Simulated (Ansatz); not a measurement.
Consider CdS in the zinc blende structure (space group F-43m, No. 216; a = 5.878 Å). Axes: x, y, z lie along the cube axes.

All numbers come from r2SCAN/PAW in Ansatz (a program for electronic structure), no spin-orbit coupling.

Before the change:

The shortest interatomic distance is 2.545 Å, the electron mass comes out as 0.15 mₑ (at Γ) and the valence-band top at Γ is 0.00, 0.00, 0.00 eV.

Perturbation: the cell is stretched by 1.00 % along z with no lateral relaxation; the atoms relax in the strained cell.

Problem. What happens to the shortest interatomic distance, electron mass, valence-band top at Γ and stress?

Solution. The shortest interatomic distance goes up by 0.009 Å (2.545 Å → 2.554 Å); the electron mass is still 0.15 mₑ (at Γ); the valence-band top at Γ (three highest levels, from the VBM) changes from 0.00, 0.00, 0.00 eV to 0.00, 0.00, -0.03 eV; the stress (xx, yy, zz, yz, xz, xy; compression positive) is (-0.52, -0.52, -0.72, 0.00, 0.00, 0.00) GPa.

The levels and masses belong to the bands next to the band gap. Masses are band curvatures over ±0.01 Å⁻¹ around the edge. Stability against distortions was not tested.
